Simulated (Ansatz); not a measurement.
Effect of pressure 10 GPa on SiC

Start from SiC in the zinc blende structure (space group F-43m, No. 216; a = 4.3566 Å).

One thing is altered: cell and atoms relaxed at a pressure of 10 GPa.

Calculations: Ansatz (a first-principles code), r2SCAN, PAW, cutoff 500 eV, spin-orbit coupling left out, earlier PAW set. Γ-centred 13×13×13 mesh, Fermi–Dirac width 0.05 eV.

The volume per atom decreases by 0.412 Å³ (10.34 Å³ → 9.92 Å³) and the density increases by 0.13 g/cm³ to 3.35 g/cm³. The shortest interatomic distance decreases by 0.025 Å (1.886 Å → 1.861 Å) and the enthalpy H = E + PV relative to the base's energy is +0.63 eV/atom. The band gap falls by 0.03 eV, from 1.71 eV to 1.68 eV and the gap character stays indirect, Γ → X. The smallest direct gap goes up by 0.05 eV (5.05 eV → 5.10 eV) and the mean gap deformation potential ΔEg/Δln V is +0.7 eV. The width of the top valence band increases by 0.16 eV (4.82 eV → 4.98 eV) and the electron mass goes from 0.64 mₑ along k, 0.23 mₑ across (at X) to 0.63 mₑ along k, 0.22 mₑ across (at X). The hole mass (degenerate bands, along [100]) changes from 0.35, 0.57, 0.57 mₑ (at Γ) to 0.37, 0.58, 0.58 mₑ (at Γ).

Final structure:

```xyz
2
Lattice="0.0000 2.1490 2.1490 2.1490 0.0000 2.1490 2.1490 2.1490 0.0000" Properties=species:S:1:pos:R:3 pbc="T T T"
C      3.2234     3.2234     3.2234
Si     0.0000     0.0000     0.0000
```

Cost of the whole job for the changed cell (relaxation, final SCF and bands): roughly 18 core-seconds.

Load acts through the strain it causes; cell and atoms are relaxed under it. Effective masses come from finite differences of ±0.01 Å⁻¹. Along k means along the line from Γ to the band edge. Whether these cells are dynamically stable was not tested. Competing high-pressure phases were not computed.
